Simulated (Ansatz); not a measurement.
The parent structure is HfN in the rock salt structure (space group Fm-3m, No. 225).

HfN is taken in the cubic space group Fm-3m (No. 225), the rock salt structure, Pearson symbol cF8. Lattice parameters: a = 4.5255 Å, b = 4.5255 Å, c = 4.5255 Å, α = 90.00°, β = 90.00°, γ = 90.00°. Hf on 4a is surrounded by 6 N at 2.263 Å (octahedral). N on 4b is surrounded by 6 Hf at 2.263 Å (octahedral). (Neighbours: up to the widest gap in distance over summed covalent radii, below 1.35, at either atom; cation-cation and far metal-metal contacts left out.)
(The calculation used a cell of 2 atoms; values per cell refer to that cell.)

Method: Kohn–Sham DFT with the r2SCAN functional, run in Ansatz (an electronic-structure program) with PAW and 500 eV plane waves, scalar-relativistic without spin-orbit coupling.

Base values:

| Quantity | Result |
|---|---|
| Lattice parameter a | 4.525 Å |

Now apply this change: a hydrostatic pressure of 15 GPa.

Q: What does the calculation give for the lattice parameter a after the change?

A: The lattice parameter a falls by 0.0720 Å, from 4.525 Å to 4.454 Å.

Load acts through the strain it causes; cell and atoms are relaxed under it. No phonon test of stability was made. Competing high-pressure phases were not computed. All final runs are without spin polarisation. An odd electron count without spin: HfN.
